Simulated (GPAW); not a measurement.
Worked example: self-consistent single point of Al2CrB2Mo (Amm2, 6 atoms in the cell) in GPAW.

Method: LDA (Perdew-Wang 92), GPAW PAW datasets LDA (gpaw-data 1.0.1) (plane waves; GPAW).

The change in words: lattice scaled by 0.98. Reference geometry:
```
Al2CrB2Mo
1.0
    3.05892     0.00000     0.00000
    0.00000     1.56905     6.93578
    0.00000    -1.56905     6.93578
Al Cr B Mo
2 1 2 1
Cartesian
  1.52946   0.00000   9.61327
  0.00000   0.00000   4.16729
  0.00000   0.00000   1.20544
  1.52946   0.00000   7.43613
  0.00000   0.00000   6.53434
  1.52946   0.00000  12.65821
```

Reference input (self-consistent single point, DFT LDA (Perdew-Wang 92), plane waves, GPAW PAW datasets LDA (gpaw-data 1.0.1)): mode = pw; ecut = 900 eV; xc = LDA; kpts = 7 7 7; mesh shift (steps) = 0 0 0; occupations.name = fermi-dirac; occupations.width = 0.1 eV; nbands = -14; symmetry.symmorphic = false; symmetry.tolerance = 0.0005; maxiter = 120. This run's input differs from it in these lines:

```diff
@@ -5,5 +5,5 @@
 atoms = Atoms(['Al', 'Al', 'Cr', 'B', 'B', 'Mo'],
-              cell=[[3.058920, 0.000000, 0.000000],
-                    [0.000000, 1.569045, 6.935780],
-                    [0.000000, -1.569045, 6.935780]],
+              cell=[[2.997742, 0.000000, 0.000000],
+                    [0.000000, 1.537664, 6.797064],
+                    [0.000000, -1.537664, 6.797064]],
               scaled_positions=[[0.500000, 0.693020, 0.693020],
```

Output, abridged:

```
     iter     time        total  log10-change:
                         energy   eigst   dens
iter:   1 --:--:--   -56.461530
iter:   2 --:--:--   -53.474273   -0.66  -0.86
iter:   3 --:--:--   -50.040145   -0.76  -0.94
iter:   4 --:--:--   -49.341842   -1.21  -1.15
iter:   5 --:--:--   -49.155229   -2.12  -1.32
iter:   6 --:--:--   -49.077247   -2.05  -1.38
iter:   7 --:--:--   -49.038468   -1.92  -1.52
iter:   8 --:--:--   -48.998966   -2.23  -1.75
iter:   9 --:--:--   -48.994968   -2.65  -2.13
iter:  10 --:--:--   -48.989618c  -2.98  -2.19
iter:  11 --:--:--   -48.985858c  -3.01  -2.33
iter:  12 --:--:--   -48.985580c  -3.44  -2.62
iter:  13 --:--:--   -48.985829c  -3.81  -2.67
iter:  14 --:--:--   -48.985081c  -3.74  -2.64
   [... 7 lines left out ...]
iter:  22 --:--:--   -48.985025c  -5.35  -3.33
iter:  23 --:--:--   -48.985021c  -6.11  -3.78
iter:  24 --:--:--   -48.985021c  -6.39  -3.84
iter:  25 --:--:--   -48.985023c  -6.56  -3.92
iter:  26 --:--:--   -48.985027c  -6.38  -4.05c
iter:  27 --:--:--   -48.985026c  -7.07  -4.46c
iter:  28 --:--:--   -48.985026c  -7.57c -4.53c
Converged after 28 iterations.

Dipole moment: (-0.000000, 0.000000, 5.196375) |e|*Ang

Energy contributions relative to reference atoms: (reference = -153028.567582)

Kinetic:        +18.213695
Potential:      -16.907140
External:        +0.000000
XC:             -50.145942
Entropy (-ST):   -0.061379
Local:           -0.114949
SIC:             +0.000000
--------------------------
Free energy:    -49.015716
Extrapolated:   -48.985026

Showing only first 2 kpts
 Kpt  Band  Eigenvalues  Occupancy
  0    14     11.46065    1.57254
  0    15     11.74003    0.36746
  0    16     12.38321    0.00072
  0    17     12.41197    0.00054

  1    14     10.45105    1.99998
  1    15     10.69817    1.99973
  1    16     12.21468    0.00390
  1    17     12.39306    0.00066

Fermi level: 11.59090

No gap
   [... lines left out ...]
  0 Al    0.00000    0.00000   -0.07745
  1 Al    0.00000    0.00000   -0.07003
  2 Cr    0.00000    0.00000    0.01844
  3 B     0.00000    0.00000    0.04593
  4 B     0.00000    0.00000    0.00659
  5 Mo    0.00000    0.00000    0.08259

Stress tensor:
    -0.018934     0.000000     0.000000
     0.000000    -0.011373     0.000000
     0.000000     0.000000    -0.024944
Stress (GPa, Voigt): [-3.0335 -1.8221 -3.9965  0.      0.      0.    ]
```

The run converged in 28 iterations. GPAW prints stress with tension positive. Against the reference run the free energy drops by 16.5 meV/atom and the largest force goes from 0.442 to 0.083 eV/Å.

At such cutoffs GPAW's stress carries a finite-basis (Pulay) error, which enters relaxed cells too; its log prints stress with tension positive.

The starting cell comes from a database of computed structures (which also holds hypothetical and non-ambient phases and stackings), without a prior relaxation at this level. For this run, on top of that: lattice scaled by 0.98. Spin polarisation is off.

Cost on one core of a shared machine: roughly 3 min.
